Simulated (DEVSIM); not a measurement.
System: Ni/La2O3/n-InP capacitor, at 250 K.

| layer (left to right) | material | thickness (nm) | Nd (cm⁻³) |
|---|---|---|---|
| 1 | La2O3 | 22.0 | - |
| 2 | InP | 19000 | 1.1e15 |

Metal gate on the left, work function 5.1 eV. Fixed charge at the semiconductor interface -3.5e10 cm⁻² (in units of +e); no interface traps.

This is a model device: material constants are rounded textbook-type values typed into the input, and sizes, dopings and lifetimes were drawn at random. Values at 300 K; Nc and Nv go as T^1.5, mobilities as T to minus their exponent, the gap by Varshni's rule with the affinity fixed.

```
parameter         La2O3       InP
----------------  -----  --------
gap (eV)            5.8     1.344
affinity (eV)       1.8      4.38
permittivity         27      12.5
Nc (cm⁻³)             -    5.7e17
Nv (cm⁻³)             -    1.1e19
Varshni α (eV/K)      -  0.000363
Varshni β (K)         -       162
```

Model (solved in DEVSIM): 1D Poisson equation in equilibrium, Boltzmann statistics, complete ionisation; no quantum confinement or tunnelling. Metal contacts follow the ideal Schottky-Mott rule: no Fermi-level pinning, no interface dipoles.

Base results: threshold voltage (band bending 2φF) (V) -0.46; flat-band voltage (V) 0.60; minimum of the low-frequency capacitance (μF/cm²) 0.0106; capacitance of the dielectric stack (μF/cm²) 1.09.

Problem. What follows from this one change: temperature 250 → 350 K?

Solution. threshold voltage (band bending 2φF) -0.46 → -0.33 V; flat-band voltage 0.60 → 0.53 V; minimum of the low-frequency capacitance 0.0106 → 0.0120 μF/cm²; capacitance of the dielectric stack little changed (1.09 μF/cm²).

Problem. What follows from this one change: gate work function 5.1 → 4.95 eV?

Solution. threshold voltage (band bending 2φF) -0.46 → -0.61 V; flat-band voltage 0.60 → 0.45 V; minimum of the low-frequency capacitance 0.0106 → 0.0103 μF/cm²; capacitance of the dielectric stack little changed (1.09 μF/cm²).

Problem. What follows from this one change: interface trap density 0 → 1e+11 cm^-2 eV^-1?

Solution. threshold voltage (band bending 2φF) little changed (-0.47 V); flat-band voltage little changed (0.60 V); minimum of the low-frequency capacitance 0.0106 → 0.0260 μF/cm²; capacitance of the dielectric stack little changed (1.09 μF/cm²).

Problem. What follows from this one change: La2O3 thickness 0.022 → 0.015 μm?

Solution. threshold voltage (band bending 2φF) little changed (-0.46 V); flat-band voltage little changed (0.59 V); minimum of the low-frequency capacitance little changed (0.0106 μF/cm²); capacitance of the dielectric stack 1.09 → 1.59 μF/cm².

Problem. What follows from this one change: fixed charge -3.5e+10 → 2.755e+12 cm^-2?

Solution. threshold voltage (band bending 2φF) -0.46 → -0.87 V; flat-band voltage 0.60 → 0.18 V; minimum of the low-frequency capacitance little changed (0.0104 μF/cm²); capacitance of the dielectric stack little changed (1.09 μF/cm²).
